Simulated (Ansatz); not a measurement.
The reference is HgSe in the zinc blende structure (space group F-43m, No. 216).

```xyz
2
Lattice="0.0000 3.1300 3.1300 3.1300 0.0000 3.1300 3.1300 3.1300 0.0000" Properties=species:S:1:pos:R:3 pbc="T T T"
Hg     0.0000     0.0000     0.0000
Se     4.6950     4.6950     4.6950
```

Cartesian axes are those of the cell as printed.

Calculations: PBE (Ansatz, an electronic-structure program; PAW; 420 eV plane waves; spin-orbit coupling left out).

It is then changed as follows: the cell is scaled by 0.9750 in all directions; the atoms relax in the strained cell.

Task: Predict the stress tensor and what it implies for the stiffness.

Result: Stress of the strained cell less that of the base (GPa, compression positive):
```
    3.9     0.0     0.0
    0.0     3.9     0.0
    0.0     0.0     3.9
```

Then B = −ΔP/(ΔV/V₀) with ΔV/V₀ = -0.0731 gives secant stiffness values (nonlinear terms included at this strain): B ≈ 54 GPa.

As a check, the harmonic strain energy −½ V₀ Δσ:ε is 28 meV/atom; the computed energy rise is 25 meV/atom.

Stability against distortions was not tested. The final runs are not spin-polarised.
